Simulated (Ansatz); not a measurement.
Consider Al2O3 (space group R-3, No. 148; a = 4.814 Å, c = 13.445 Å (hexagonal axes); a cell from a computed database, its experimental status unchecked).

Level of theory: Ansatz (a first-principles code), PBEsol, PAW, cutoff 420 eV, scalar-relativistic without spin-orbit coupling.

Base values:

- Volume per atom: 9.00 Å³
- c/a ratio: 2.793

It is then changed as follows: a hydrostatic pressure of 0.7 GPa.

### Question
How does this affect the volume per atom?

### Answer
The volume per atom falls by 0.032 Å³ to 8.96 Å³.

### Question
Estimate the effect on the c/a ratio.

### Answer
The c/a ratio stays essentially unchanged (2.793 against 2.791).

Load acts through the strain it causes; cell and atoms are relaxed under it. Whether these cells are dynamically stable was not tested.
